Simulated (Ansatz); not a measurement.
## WS2 under load (space group P6_3/mmc): band-edge transport data

Given:

```xyz
6
Lattice="3.1132 0.0000 0.0000 -1.5566 2.6961 0.0000 0.0000 0.0000 11.9036" Properties=species:S:1:pos:R:3 pbc="T T T"
W      0.0000     1.7974     2.9759
W      1.5566     0.8987     8.9277
S      0.0000     1.7974     7.3530
S      1.5566     0.8987     4.5506
S      1.5566     0.8987     1.4012
S      0.0000     1.7974    10.5024
```

All values below come from PBEsol+D3BJ with spin-orbit coupling, rigid bands (plane waves, PAW; Ansatz, an electronic-structure program). Condition of this run: uniaxial stress zz = -1 GPa (compression positive) (the target of the relaxation). Geometry: cell and atoms relaxed with PBEsol+d3bj, then loaded as said.

```json
{
  "band_gap": "0.68 eV",
  "electron conductivity mass (300 K, dilute)": "0.49 (x), 0.49 (y), 0.43 (z) mₑ",
  "hole conductivity mass (300 K, dilute)": "0.52 (x), 0.52 (y), 0.89 (z) mₑ",
  "effective density of states N_c (300 K)": "4.8e19 cm⁻³",
  "effective density of states N_v (300 K)": "1.2e19 cm⁻³",
  "density_of_states_mass_electrons": "1.54 mₑ",
  "density_of_states_mass_holes": "0.63 mₑ",
  "Seebeck coefficient, n-type 1e19 cm⁻³, 300 K": "-348 μV/K",
  "best n-type power factor at 300 K for τ = 10 fs (best axis; densities from 1e16 to 1e21 cm⁻³ tried, whether or not they can be reached)": "17.0 μW/(cm·K²) at 1e20 cm⁻³",
  "Seebeck coefficient, p-type 1e19 cm⁻³, 300 K": "238 μV/K",
  "best p-type power factor at 300 K for τ = 10 fs (best axis; densities from 1e16 to 1e21 cm⁻³ tried, whether or not they can be reached)": "3.8 μW/(cm·K²) at 3e19 cm⁻³"
}
```

Rigid bands; masses and Seebeck coefficients take one relaxation time τ for all states and one kind of carrier; polarons and phonon drag are left out. Geometry: cell and atoms relaxed with PBEsol+D3(BJ).

PBEsol with a dispersion correction tends to overbind, so the cell can be several per cent short, in bad cases over ten, which usually narrows a gap: WS2 under load (space group P6_3/mmc).
